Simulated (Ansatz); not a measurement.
We consider CsCl-type GdRh, described by PBEsol (Ansatz, a quantum-chemistry and plane-wave program, PAW).

Settings: plane-wave cutoff 520 eV, 16×16×16 k mesh, Fermi–Dirac smearing 0.05 eV, spin-polarised with parallel moments, scalar-relativistic PAW data made under PBE.

Computed at the level's own relaxed cell.

Task: Give the computed equilibrium lattice constant a and bulk modulus.

Result: 
- equilibrium lattice constant a: 3.405 Å
- bulk modulus: 116 GPa

The run finds no gap.

Note: the magnetic order was assumed, not searched for or taken from measurement; the 4f shell is treated without U or exact exchange, so its levels and filling can be wrong; the bulk modulus is −V dP/dV from two relaxed cells at ±2 % in volume.

Spin–orbit coupling is not included.

Computed values are for the static lattice.

Cost on a shared machine: around 2.0 core-minutes (rough).
